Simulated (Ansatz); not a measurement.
The parent structure is Al in the fcc (Cu type) structure (space group Fm-3m, No. 225; relaxed with 0.1 eV smearing).

```cif
data_Al4
_chemical_formula_sum 'Al4'
_space_group_name_H-M_alt 'Fm-3m'
_space_group_IT_number 225
_space_group_name_Hall '-F 4 2 3'
_cell_length_a 3.99366
_cell_length_b 3.99366
_cell_length_c 3.99366
_cell_angle_alpha 90.000
_cell_angle_beta 90.000
_cell_angle_gamma 90.000
loop_
_atom_site_label
_atom_site_type_symbol
_atom_site_symmetry_multiplicity
_atom_site_Wyckoff_symbol
_atom_site_fract_x
_atom_site_fract_y
_atom_site_fract_z
_atom_site_occupancy
Al1 Al 4 a 0.00000 0.00000 0.00000 1
```
(The calculation used a cell of 1 atom; values per cell refer to that cell.)

Level of theory: r2SCAN, PAW, 500 eV (Ansatz, an electronic-structure program; without spin-orbit coupling).

For the base:

| Quantity | Value |
|---|---|
| Pressure | 0.0 GPa |

The change: an isotropic linear strain of +5.94 %, atoms relaxed at fixed cell.

### Question
What does the calculation give for the pressure and energy relative to the base after the change?

### Answer
The pressure goes from zero to -10.6 GPa; the energy increases by 118 meV/atom.

Whether these cells are dynamically stable was not tested.
